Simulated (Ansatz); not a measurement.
# Ta2BN (model structure, R-3m, No. 166, 4 atoms in the cell)

Computed with LDA in Ansatz (PAW).

Run with plane-wave cutoff 520 eV, 20×20×20 k mesh, Fermi–Dirac smearing 0.05 eV, scalar-relativistic PAW data made under PBE.

Cell (relaxed at this level):

```
Ta2BN
1.0
    1.57089     0.90695     5.14130
   -1.57089     0.90695     5.14130
    0.00000    -1.81390     5.14130
Ta N B
2 1 1
Direct
  0.74789   0.74789   0.74789
  0.25211   0.25211   0.25211
  0.50000   0.50000   0.50000
  0.00000   0.00000   0.00000
```

| Quantity | Value |
|---|---|
| band gap | zero (no gap) |
| bulk modulus B0 | 318 GPa |

Note: the bulk modulus is −V dP/dV from two relaxed cells at ±2 % in volume; the relaxation could raise the start's symmetry but not lower it, so the cell can be a saddle point.

Spin–orbit coupling is not included; it can open a gap where bands touch, and shift volumes and moduli.

Static lattice: no zero-point or thermal effects.

Cost on a shared machine: roughly 5 core-minutes.

A model structure was made by putting elements into a prototype or built by hand; it is no filed structure, need not be a known phase, and can be a saddle point held by its symmetry.

Ansatz is an electronic-structure program.
